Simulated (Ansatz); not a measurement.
Cu2ZnSnS4: strain along the normal

Cu2ZnSnS4 (I-4, 19.410 Å³/atom and stress up to 0.01 GPa in the relaxed cell, c along z) under an equal strain ε in the (001) plane with the normal axis free, as in a coherent film. PBEsol in Ansatz, a plane-wave DFT program (PAW, default set), 420 eV, 9×9×9 Γ-centred mesh, Fermi-Dirac smearing 0.05 eV; ions are relaxed, or left where forces stay under 0.02 eV/Å, within the symmetry of each cell.

Here s stands for strain and y for normal strain.

```
strain (%)  normal strain (%)
----------  -----------------
-1.50                    1.90
-0.75                    0.94
0.00                     0.00
0.75                    -0.97
1.50                    -1.93
3.00                        ?
```

The 5 complete rows are fitted with a straight line, y against s. Means: s 0, y -0.012. About the means, the sum of products is -7.1775 and the sum of squares of s is 5.6250; the slope is their ratio. Least squares gives y = -0.012 - 1.2760·s. Residuals (row less fit): -0.002, -0.005, 0.012, -0.001, -0.004; standard error 0.008 (degrees of freedom: 3). The slope, -1.276 ± 0.003, is the elastic response of the normal axis, −2C13/C33.

Task: Estimate the missing y (s = 3.00); what did the run itself give?

Result: y = -0.012 - 1.2760 × 3.00 = -3.840%. The calculation gives -3.88%, 0.040% below the prediction (0.7 % of the range of y in the table). The row lies outside the fitted rows, so this is an extrapolation. From the scatter of the fitted rows alone, a prediction at this place has a standard error of 0.013%, so the miss is 3.1 times that.

A polynomial of degree 2 through the 7 other runs of the series gives -3.88 there, so most of the miss is curvature that the fit leaves out. This level leaves no gap over 0.05 eV at strain 1.50, 3.00 %. The start is a measured cell from the literature; how it stands against other phases or cation orders wasn't checked. Rows are the converged runs of the series near zero and its far end; series whose fitted rows scatter by over a few per cent of the range, as at a crossing or softening among them, aren't shown in this form, nor equations of state whose B0' disagrees with the runs' pressures. Most that stay on the fit to the last digits aren't either.
